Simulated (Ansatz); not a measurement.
Start from CuPt (space group R-3m, No. 166; a = 2.6985 Å, c = 12.7497 Å (hexagonal axes); a cell from a computed database, its experimental status unchecked).

Computed with PBEsol (Ansatz, a first-principles code; PAW; 420 eV plane waves; spin-orbit coupling left out).

Base values:

The c/a ratio is 4.725 and the lattice parameter a comes out as 2.698 Å.

Now apply this change: cell and atoms relaxed at a pressure of 10 GPa.

Problem. Estimate the effect on the c/a ratio.

Solution. The c/a ratio falls by 0.014, from 4.725 to 4.711.

Problem. What does the calculation give for the lattice parameter a after the change?

Solution. The lattice parameter a drops by 0.0328 Å to 2.666 Å.

Load acts through the strain it causes; cell and atoms are relaxed under it. No phonon test of stability was made. Competing high-pressure phases were not computed. The final runs are not spin-polarised.
